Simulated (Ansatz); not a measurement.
The starting structures come from a database of crystals and need not be the phases stable at ambient conditions.

**Evanescent states of SiO2 (P6_422, not sure to be the ambient phase, 9 atoms a cell, 13.7 Å³ an atom) along the normal of (100)**

Method: r2SCAN (plane waves, PAW; Ansatz, a program for electronic structure).

The gap is the functional's own, uncorrected, and κ follows it; spin-orbit coupling is left out. Mid-gap values are interpolated between the computed energies.

Energies count from the valence-band top; κ is the least over a 6×6 mesh across the current.

```csv
E (eV),κ (1/Å),where
0.14,0.253,off Γ
0.43,0.382,off Γ
0.72,0.454,off Γ
1.01,0.508,Γ
1.30,0.542,Γ
1.59,?,Γ
1.89,?,Γ
2.17,?,Γ
2.46,?,Γ
2.75,?,Γ
3.04,?,Γ
3.33,?,Γ
3.62,?,Γ
3.92,?,Γ
4.21,?,Γ
4.50,?,Γ
4.79,?,Γ
5.08,0.379,Γ
5.37,0.338,Γ
5.66,0.287,Γ
5.95,0.217,Γ
6.24,0.097,Γ
```

Question: Fill in the missing entries.

Answer: 
- 1.59, κ (1/Å): 0.546
- 1.89, κ (1/Å): 0.547
- 2.17, κ (1/Å): 0.546
- 2.46, κ (1/Å): 0.543
- 2.75, κ (1/Å): 0.536
- 3.04, κ (1/Å): 0.528
- 3.33, κ (1/Å): 0.517
- 3.62, κ (1/Å): 0.503
- 3.92, κ (1/Å): 0.486
- 4.21, κ (1/Å): 0.465
- 4.50, κ (1/Å): 0.441
- 4.79, κ (1/Å): 0.413
